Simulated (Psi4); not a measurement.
Psi4 1.11, WB97X/def2-svpd: CC(C)[SiH2]C=O, 16 atoms. The geometry is a generated start, not checked to be a minimum at this level.

```yaml
task: gradient
method: wb97x
basis: def2-svpd
memory: 7 GB
scf_type: df (default)
guess: auto, which took SAD (default)
diis_max_vecs: 10 (default)
scf_initial_accelerator: adiis (default)
e_convergence: 1e-08 (default)
d_convergence: 1e-08 (default)
basis functions (reference run): 207
grid points (reference run): 2882128
```

```xyz
16

C     -1.1090    -0.8009     1.0095
C     -0.7118    -0.2112    -0.3497
C     -1.0860     1.2753    -0.4030
Si     1.1086    -0.5503    -0.8149
C      2.3386     0.1595     0.4014
O      1.9639     0.9731     1.2338
H     -2.1792    -0.6568     1.1948
H     -0.5609    -0.3276     1.8320
H     -0.9095    -1.8778     1.0504
H     -1.3069    -0.7247    -1.1157
H     -0.5417     1.8581     0.3484
H     -2.1574     1.4101    -0.2174
H     -0.8650     1.7070    -1.3858
H      1.3507    -0.0163    -2.1839
H      1.2877    -2.0253    -0.9175
H      3.3779    -0.1922     0.3176
```

Differences are taken against the run with dft_radial_points = 200, dft_spherical_points = 974, dft_pruning_scheme = none (default); no run here is proven converged. One run each, on a shared machine, so no times are given.

Settings tried, all else as in the reference:
- dft_radial_points = 25, dft_spherical_points = 50
- dft_radial_points = 150, dft_spherical_points = 770
- dft_radial_points = 99, dft_spherical_points = 590, dft_pruning_scheme = robust
- dft_radial_points = 75 (default), dft_spherical_points = 302 (default), dft_pruning_scheme = treutler
- dft_radial_points = 99, dft_spherical_points = 590, dft_pruning_scheme = treutler
- dft_radial_points = 35, dft_spherical_points = 110
- dft_radial_points = 99, dft_spherical_points = 590
- dft_radial_points = 75 (default), dft_spherical_points = 434
- dft_radial_points = 50, dft_spherical_points = 194
- dft_radial_points = 75 (default), dft_spherical_points = 302 (default)
- dft_radial_points = 75 (default), dft_spherical_points = 302 (default), dft_pruning_scheme = robust

### Question
Sort the settings: which keep to the reference within 1.0 meV/atom in energy, 10 meV/Å in forces (largest component), and which don't?

### Answer
Within it: dft_radial_points = 150, dft_spherical_points = 770; dft_radial_points = 99, dft_spherical_points = 590; dft_radial_points = 99, dft_spherical_points = 590, dft_pruning_scheme = robust; dft_radial_points = 75 (default), dft_spherical_points = 434; dft_radial_points = 75 (default), dft_spherical_points = 302 (default); dft_radial_points = 75 (default), dft_spherical_points = 302 (default), dft_pruning_scheme = robust. Outside: dft_radial_points = 50, dft_spherical_points = 194; dft_radial_points = 99, dft_spherical_points = 590, dft_pruning_scheme = treutler; dft_radial_points = 75 (default), dft_spherical_points = 302 (default), dft_pruning_scheme = treutler; dft_radial_points = 35, dft_spherical_points = 110; dft_radial_points = 25, dft_spherical_points = 50.

```
setting                                                                                                grid points  energy against the reference  difference in forces (largest component)
-----------------------------------------------------------------------------------------------------  -----------  ----------------------------  ----------------------------------------
the reference                                                                                              2882128                             —                                         —
dft_radial_points = 150, dft_spherical_points = 770                                                        1720599          under 0.001 meV/atom                                 1.3 meV/Å
dft_radial_points = 99, dft_spherical_points = 590                                                          873763               −0.016 meV/atom                                 5.6 meV/Å
dft_radial_points = 99, dft_spherical_points = 590, dft_pruning_scheme = robust                             609741               −0.016 meV/atom                                 5.6 meV/Å
dft_radial_points = 75 (default), dft_spherical_points = 434                                                489391               +0.036 meV/atom                                 5.8 meV/Å
dft_radial_points = 75 (default), dft_spherical_points = 302 (default)                                      340768               +0.033 meV/atom                                 5.9 meV/Å
dft_radial_points = 75 (default), dft_spherical_points = 302 (default), dft_pruning_scheme = robust         233020               +0.045 meV/atom                                 6.7 meV/Å
dft_radial_points = 50, dft_spherical_points = 194                                                          148350                −0.63 meV/atom                                  17 meV/Å
dft_radial_points = 99, dft_spherical_points = 590, dft_pruning_scheme = treutler                           452685                +0.37 meV/atom                                  21 meV/Å
dft_radial_points = 75 (default), dft_spherical_points = 302 (default), dft_pruning_scheme = treutler       186556                +0.40 meV/atom                                  38 meV/Å
dft_radial_points = 35, dft_spherical_points = 110                                                           59089                 −1.7 meV/atom                                 140 meV/Å
dft_radial_points = 25, dft_spherical_points = 50                                                            19263                 +2.6 meV/atom                                 160 meV/Å
```

Total energies are compared; such shifts often cancel in part in energy differences. The gradients leave out the derivatives of the grid weights. The tolerance is a choice made for this comparison.
